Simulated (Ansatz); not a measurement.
Ansatz (a quantum-chemistry and plane-wave program) run on a (111) slab of Sn (cut from a parent of space group no. 227; 4 atoms in the cell): self-consistent single point.

Method of the run: PBE (plane waves, PAW; Ansatz).

```xyz
4
Lattice="4.6022 0.0000 0.0000 2.3011 3.9856 0.0000 0.0000 0.0000 20.5760" Properties=species:S:1:pos:R:3 pbc="T T T"
Sn     4.0269     2.3249     7.0000
Sn     4.0269     2.3249     9.8183
Sn     6.3280     3.6535    10.7577
Sn     6.3280     3.6535    13.5760
```

Reference input (self-consistent single point, DFT, PBE, plane waves, default PAW files): basis.ecutwfc = 30.9 Ry; kpoints.mp_grid.grid = 6 6 1; hamiltonian.xc = pbe; hamiltonian.pseudopotentials = {kind: paw} (the program's default PAW files); scf.occupations.method = fermi_dirac; scf.occupations.width = 0.0015 Ry. This run's input differs from it in these lines:

Ansatz 0.2 input:
```diff
@@ -14,3 +14,3 @@
   mp_grid:
-    grid: [6, 6, 1]
+    grid: [21, 21, 1]
 hamiltonian:
```

Log, with long lists cut:

```
SCF iter   1: F=—  HF=-24093.938181 eV  |F-HF|=—  |Δ(HF+E_count)|=         —  Δρ=1.31e-3  dr2=1.95e-2  ethr=1.77e-3  ⟨swp⟩=9.4  Hψ=8610  notcnv=0
all-band conjugate gradients solve this SCF's bands
preconditioner: auto → LDOS
SCF iter   2: F=—  HF=-24093.935384 eV  |F-HF|=—  |Δ(HF+E_count)|=   2.80e-3  Δρ=5.22e-4  dr2=2.13e-3  ethr=3.47e-5  ⟨swp⟩=3.3  Hψ=3767  notcnv=0  defer=47
   [... lines left out ...]
SCF iter   5: F=—  HF=-24093.935250 eV  |F-HF|=—  |Δ(HF+E_count)|=   2.68e-5  Δρ=2.34e-5  dr2=6.03e-6  ethr=2.18e-7  ⟨swp⟩=2.0  Hψ=2734  notcnv=0  defer=47
SCF iter   6: F=—  HF=-24093.935312 eV  |F-HF|=—  |Δ(HF+E_count)|=   6.18e-5  Δρ=1.10e-5  dr2=1.35e-6  ethr=1.08e-8  ⟨swp⟩=2.0  Hψ=2940  notcnv=0  defer=47
SCF iter   7: F=—  HF=-24093.935312 eV  |F-HF|=—  |Δ(HF+E_count)|=   7.59e-8  Δρ=2.81e-6  dr2=1.13e-7  ethr=2.40e-9  ⟨swp⟩=2.0  Hψ=2736  notcnv=0  defer=47
SCF iter   8: F=-24093.935312 eV  HF=-24093.935312 eV  |F-HF|=4.57e-9  |Δ(HF+E_count)|=   4.43e-8  Δρ=8.01e-7  dr2=6.84e-9  ethr=1.79e-10  ⟨swp⟩=10.3  Hψ=6517  notcnv=0
SCF 1 converged in 8 iterations: F = -24093.935312 eV  dr2 = 6.84e-9
Free energy (F): -24093.935312 eV
Internal energy: -24093.929450 eV  (E = F + TS)
E sigma→0 (E₀):  -24093.932381 eV
Entropy (-TS):   -0.005862 eV (-1.466 meV/atom)
Fermi energy:    -0.126041 eV
--- Forces (eV/Å), atoms counted from 1 ---
  atom   1  Sn    -0.00000000    -0.00000000    -0.28801025
  atom   2  Sn    -0.00000000    -0.00000000    -0.20430924
  atom   3  Sn    -0.00000000     0.00000000     0.20430924
  atom   4  Sn     0.00000000     0.00000000     0.28801025
--- Stress (GPa, compression-positive) ---
       -1.015243      -0.000000      -0.000000
       -0.000000      -1.015243       0.000000
       -0.000000       0.000000       0.885364
  P = ⅓ Tr σ = -0.3817 GPa (-3.817 kbar)
  The stress holds the Pulay correction. Without it, at fixed plane waves, as pw.x and ABINIT print it: P = -0.3901 GPa
```

The run converged in 8 iterations. Against the reference run the free energy goes down by 6.5 meV/atom and the largest force hardly changes (0.286 to 0.288 eV/Å).

The starting cell has typed, rounded lattice constants, without a prior relaxation at this level. The slab is cut from that crystal, and its faces are unrelaxed. Its lattice was rescaled by up to half a per cent.
